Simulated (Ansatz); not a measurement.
SnS2 (Fd-3m, No. 227, 12 atoms in the cell; start mp-1095397; a measured phase of this formula has another space group), treated with PBE0 in Ansatz (plane waves, PAW).

Numerical settings: plane-wave cutoff 460 eV, 4×4×4 k mesh, Fermi–Dirac smearing 0.01 eV, scalar-relativistic PAW data made under PBE.

Cell (relaxed with PBEsol):

```xyz
12
Lattice="0.0000 5.1789 5.1789 5.1789 0.0000 5.1789 5.1789 5.1789 0.0000" Properties=species:S:1:pos:R:3 pbc="T T T"
Sn     1.2947     3.8842     3.8842
Sn     3.8842     3.8842     1.2947
Sn     3.8842     1.2947     3.8842
Sn     1.2947     1.2947     1.2947
S      9.0802     6.4566     6.4566
S      6.4908     6.4908     3.8671
S      6.4566     9.0802     6.4566
S      3.8671     3.8671     3.8671
S      9.0802     9.0802     9.0802
S      6.4908     3.8671     6.4908
S      6.4566     6.4566     9.0802
S      3.8671     6.4908     6.4908
```

Question: Predict the band gap and smallest direct gap on the k points sampled.

Answer: 
- band gap: 2.68 eV
- smallest direct gap on the k points sampled: 2.84 eV

Note: cell and atoms aren't relaxed at this level (pressure -0.4 GPa).

Spin–orbit coupling is not included.

Static lattice: no zero-point or thermal effects.

Computing time: around 4 core-minutes (rough).

A start named mp-… is a Materials Project structure, which need not be a measured phase.

Ansatz is an electronic-structure program.
